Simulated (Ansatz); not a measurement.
Seebeck coefficient (μV/K, mean over directions) of n-type BeSe (F-43m) against carrier density, Ansatz (an electronic-structure program) with HSE06, rigid bands. Computed gap 3.45 eV; densities at which minority carriers matter at this gap, or further valleys turn the trend, are left out. Conductivity mass 0.34 mₑ (harmonic mean over directions), N_c = 1.8e19 cm⁻³ at 300 K.

```csv
electron density,300 K,500 K
1e16 cm⁻³,(withheld),-926
1e17 cm⁻³,-661,-728
1e18 cm⁻³,-463,-529
3e18 cm⁻³,(withheld),-435
1e19 cm⁻³,-268,-333
3e19 cm⁻³,-182,-242
1e20 cm⁻³,-102,(withheld)
3e20 cm⁻³,-53,-86
1e21 cm⁻³,-25,-42
```

**Question.** What belongs in the gaps?

**Answer.** 
- 1e16 cm⁻³, 300 K: -859
- 3e18 cm⁻³, 300 K: -369
- 1e20 cm⁻³, 500 K: -151

Rigid bands with a gap fixed in temperature, one relaxation time for all states, no polarons or phonon drag, and whether or not such doping can be reached. Spin-orbit coupling is left out. Geometry: cell and atoms relaxed with PBEsol.
